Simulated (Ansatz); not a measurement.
The reference is ZnSe in the zinc blende structure (space group F-43m, No. 216; a = 5.6333 Å).

The values are results of PBEsol (Ansatz, an electronic-structure program; PAW; 420 eV plane waves; no spin-orbit coupling), not measurements.

Base values:

```
Quantity                Result
-------------  ---------------
Electron mass  0.091 mₑ (at Γ)
Band gap               1.24 eV
```

The change: a hydrostatic pressure of 0.9 GPa.

What does the calculation give for the electron mass and band gap after the change?

The electron mass changes from 0.091 mₑ (at Γ) to 0.094 mₑ (at Γ); the band gap goes up by 0.05 eV to 1.29 eV.

Load acts through the strain it causes; cell and atoms are relaxed under it. Effective masses come from finite differences of ±0.01 Å⁻¹. Stability against distortions was not tested.
